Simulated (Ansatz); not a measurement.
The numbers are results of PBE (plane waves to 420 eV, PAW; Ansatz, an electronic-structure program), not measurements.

Host crystal: anatase TiO2, with a band gap (PBE, scalar-relativistic without spin-orbit coupling).

Planar average of the electrostatic potential across the slab, in eV from the highest filled level, for CO on the 1x1 (101) surface of anatase TiO2 (cut with top plane O), one in a 2x1 cell, started at the site 'top O #2':

(z (Å), V (eV)): (5.34, 7.47); (5.64, 7.47); (5.94, 7.47); (6.23, 7.47); (6.53, 7.47); (6.83, 7.47); (7.12, 7.47); (7.42, 7.47); (7.72, 7.46); (8.02, 7.42); (8.31, 7.33); (8.61, 7.07); (8.91, 6.21); (9.20, 3.81); (9.50, 1.19); (9.80, -2.37); (10.09, -5.59); (10.39, -8.69); (10.69, -10.26); (10.98, -8.53); (11.28, -4.73); (11.58, -1.24); (11.88, 0.92); (12.17, 2.72); (12.47, 3.89); (12.77, 2.95); (13.06, 0.88); (13.36, -1.44); (13.66, -4.58); (13.95, -8.76); (14.25, -10.89); (14.55, -8.76); (14.84, -4.60); (15.14, -1.47); (15.44, 0.87); (15.73, 2.97); (16.03, 3.96); (16.33, 2.74); (16.62, 0.84); (16.92, -1.42); (17.22, -4.74); (17.52, -8.35); (17.81, -10.06); (18.11, -8.48); (18.41, -5.53); (18.70, -2.46); (19.00, 1.03); (19.30, 3.59); (19.59, 5.77); (19.89, 5.99); (20.19, 4.97); (20.48, 4.24); (20.78, 4.76); (21.08, 5.15); (21.38, 4.82); (21.67, 4.88); (21.97, 5.65); (22.27, 6.52); (22.56, 6.72); (22.86, 6.78); (23.16, 6.80); (23.45, 6.80); (23.75, 6.81); (24.05, 6.81); (24.34, 6.81); (24.64, 6.81); (24.94, 6.81); (25.23, 6.81); (25.53, 6.81); (25.83, 6.81)

Slab: 38 atoms, 9.4 Å thick at the start under the adsorbate (thin: gaps and levels are the slab's own); k 3x4x1, smearing 0.01 eV, dipole-corrected; 14 atoms held, the rest relaxed; no symmetry held; no spin, no spin-orbit, no U, no dispersion correction. At the end it is bonded to Ti. In PBE it is, or lies within 0.03 eV of, the lowest of the starts that converged.

### Question
The surface cell has an area of 39.58 Å². What dipole along the normal does the step between the two vacuum levels imply?

### Answer
the top vacuum level lies 0.67 eV below the bottom one; p = −ε₀ A ΔV (ε₀ = 0.005526 e/(V·Å)) gives 0.15 e·Å a cell.
